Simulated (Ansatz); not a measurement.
```
CELL_PARAMETERS angstrom
      0.00000     2.58679     2.61014
      2.58679     0.00000     2.61014
      2.58679     2.58679     0.00000
ATOMIC_POSITIONS crystal
  Mg 0.00000 0.00000 0.00000
  S  0.50000 0.50000 0.50000
```

These are r2SCAN with spin-orbit coupling, rigid bands (plane waves, PAW; Ansatz, an electronic-structure program) values and carry that method's errors. Condition of this run: biaxial stress xx = yy = 1 GPa (compression positive) (the target of the relaxation). How the cell was made: cell and atoms relaxed with r2SCAN, then loaded as said.

### Question
Predict the electron conductivity mass (n e² τ/σ) at 300 K, by direction if it differs.

### Answer
0.39 (x), 0.39 (y), 0.33 (z) mₑ.

### Question
Predict the hole conductivity mass (n e² τ/σ) at 300 K, by direction if it differs.

### Answer
1.22 (x), 1.22 (y), 1.13 (z) mₑ.

### Question
And the band gap?

### Answer
3.42 eV at this level; semilocal functionals usually fall short of the measured gap.

Rigid bands, one relaxation time for all states, no polarons.
